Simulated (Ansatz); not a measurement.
ZrAl3 (I4/mmm, No. 139) was calculated with PBEsol-D3(BJ) (Ansatz, a program for electronic structure, PAW).

Numerical settings: plane-wave cutoff 520 eV, 20×20×20 k mesh, Fermi–Dirac smearing 0.05 eV, scalar-relativistic PAW data made under PBE.

The cell is scaled about its equilibrium volume:

Shape and atoms are relaxed at each volume.

| V (Å³/atom) | P (GPa) | c (Å) | a (Å) |
|---|---|---|---|
| 15.794 | 5.17 | 16.708 | 3.889 |
| 16.123 | 2.46 | 16.832 | 3.915 |
| 16.452 | 0.00 | 16.955 | 3.940 |
| 16.781 | -2.22 | 17.076 | 3.965 |
| 17.110 | -4.23 | 17.196 | 3.990 |

Note: the bulk modulus comes from volumes at which shape and atoms were relaxed.
